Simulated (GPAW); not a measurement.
# Pressure against volume in AlB2-type ZrB2 (space group 191) (GPAW, PBE)

```xyz
3
Lattice="3.1136 0.0000 0.0000 -1.5568 2.6965 0.0000 0.0000 0.0000 3.4672" Properties=species:S:1:pos:R:3 pbc="T T T"
Zr     0.0000     0.0000     0.0000
B      1.5568     0.8988     1.7336
B      0.0000     1.7977     1.7336
```

Computed with PBE, GPAW PAW datasets PBE (gpaw-data 1.0.1) (plane waves; GPAW). Settings: mode = pw; ecut = 1040 eV; xc = PBE; kpts = 21 21 17; mesh shift (steps) = 0 0 0; occupations.name = fermi-dirac; occupations.width = 0.05 eV; nbands = -11; convergence.density = 1e-05 e/electron; symmetry.symmorphic = false; symmetry.tolerance = 0.0005; maxiter = 120. The cell above is the first row's. The rows scale it uniformly. In all rows fractional positions and the k mesh are held.

| V (Å^3/atom) | P (GPa) |
|---|---|
| 9.7035 | 14.58 |
| 9.9144 | 8.48 |
| 10.1254 | 2.97 |
| 10.3363 | -2.02 |
| 10.5473 | -6.52 |
| 10.7582 | -10.59 |
| 10.9692 | -14.27 |
| 11.1801 | -17.60 |
| 11.3910 | ? |

Q: Using a cubic, estimate the missing P at V = 11.3910 from the other rows, showing the fit.

A: With u = V - 10.4, the rows have u = -0.6965, -0.4856, -0.2746, -0.0637, 0.1473, 0.3582, 0.5692, 0.7801. Least squares gives P = -3.427 - 21.7749·u + 5.2720·u² - 0.8337·u³. Residuals (row less fit): 0.002, -0.006, 0.003, -0.002, 0.003, -0.001, -0.003, 0.001; standard error 0.004 (degrees of freedom: 4). The fitted pressure is zero at V0 = 10.25, where dP/dV = -23.43, so B0 = -V0·dP/dV = 240 GPa. At the withheld row, u = 0.9910, so P = -3.427 - 21.7749 × 0.9910 + 5.2720 × 0.9910² - 0.8337 × 0.9910³ = -20.640 GPa. The calculation gives -20.61 GPa, 0.030 GPa above the prediction (0.1 % of the range of P in the table). The row lies outside the fitted rows, so this is an extrapolation. From the scatter of the fitted rows alone, a prediction at this place has a standard error of 0.011 GPa, so the miss is 2.8 times that.

Carrying the step between the two nearest rows on in a straight line would have given -20.93, off by 0.32; series whose last step already gives the withheld value aren't shown. The scan was laid around a cell of about the measured size, scaled by a guess for this functional; axis ratios and inner coordinates come from that cell. The runs keep the symmetry of the cell, so they don't test it for distortions. The shape of the cell and the inner coordinates aren't relaxed, so V0 and B0 belong to this uniform scaling; a relaxed crystal lies no higher in energy and is usually softer. Cutoffs and mesh are single choices, not tested for convergence of this quantity. Series with a scatter that would blur these digits, or in which a gap closes, are not shown.
